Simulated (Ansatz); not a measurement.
Fe_Si in metastable 2H silicon carbide (start: the Si site; 96-site cell, 2×2×2 shifted sampling). Computed with PBE, PAW (plane waves to 420 eV; Ansatz, an electronic-structure program). Total energies of the localised charge states, counted from that of charge +1, and their image corrections (point charge with alignment); the host's valence-band maximum lies at 9.434 eV on the cells' energy zero and its gap is 2.31 eV.

| charge | moment (μB) | E − E(first) (eV) | correction (eV) |
|---|---|---|---|
| +1 | 1.0 | 0.000 | 0.217 |
| 0 | not spin-polarised | 9.941 | 0.000 |
| −1 | 5.0 | 20.700 | 0.108 |

**Question.** Derive the transition levels above the valence-band maximum and say which of them are thermodynamic.

**Answer.** A level is the Fermi energy at which two charges have equal formation energy: ε(q/q′) = [E(q′) + corr(q′) − E(q) − corr(q)] / (q − q′) − E_VBM.
ε(+1/0) = [(9.941 + 0.000) − (0.000 + 0.217)] / 1 − 9.434 = 0.29 eV
ε(0/−1) = [(20.700 + 0.108) − (9.941 + 0.000)] / 1 − 9.434 = 1.43 eV
Thermodynamic levels at least 0.1 eV inside the gap: (+1/0) at 0.29 eV; (0/−1) at 1.43 eV. They hold to tenths of an eV in this cell. Only the charges listed were compared. Charge −2 has its level within 0.1 eV of a band edge or past it. Flagged in the runs: a host whose relaxation on this sampling wasn't shown to rest, host ions not shown at rest.
